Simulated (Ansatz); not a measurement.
Base system: ZnO in the wurtzite structure (space group P6_3mc, No. 186; a = 3.1869 Å, c = 5.1526 Å).

All numbers come from DFT with LDA, PAW potentials and a 420 eV plane-wave cutoff in Ansatz (an electronic-structure program), no spin-orbit coupling.

Before the change:

```
Quantity                                      Value
-----------------------------  --------------------
Shortest interatomic distance              194.4 pm
Valence-band top at Γ          0.00, 0.00, -0.11 eV
```

Now apply this change: a hydrostatic pressure of 4.5 GPa.

Task: Estimate the effect on the shortest interatomic distance.

Result: The shortest interatomic distance drops by 1.7 pm to 192.7 pm.

Task: What does the calculation give for the valence-band top at Γ after the change?

Result: The valence-band top at Γ (three highest levels, from the VBM) becomes 0.00, 0.00, -0.12 eV (base: 0.00, 0.00, -0.11 eV).

Task: What does the calculation give for the mean gap deformation potential ΔEg/Δln V after the change?

Result: The mean gap deformation potential ΔEg/Δln V amounts to -1.5 eV.

Load acts through the strain it causes; cell and atoms are relaxed under it. Stability against distortions was not tested. Tetrahedral semiconductors of this kind turn to denser phases somewhere between about 1 and 50 GPa; those were not computed, so compressed cells here can lie past the real transition.
